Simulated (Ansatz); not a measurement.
Base system: K in the bcc (W type) structure (space group Im-3m, No. 229; a = 5.215 Å; relaxed with 0.1 eV smearing). Axes: x, y, z lie along the cube axes.

All numbers come from PBEsol, PAW, 420 eV (Ansatz, a first-principles code; without spin-orbit coupling).

For the base:

* **Pressure**: 0.0 GPa

Now apply this change: the cell is stretched by 3.00 % along z with no lateral relaxation; the atoms relax in the strained cell.

### Question
What does the calculation give for the energy relative to the base and pressure after the change?

### Answer
The energy rises by 0.6 meV/atom; the pressure (mean of the normal stresses, compression positive) stays essentially unchanged (0.0 GPa against -0.1 GPa).

No phonon test of stability was made.
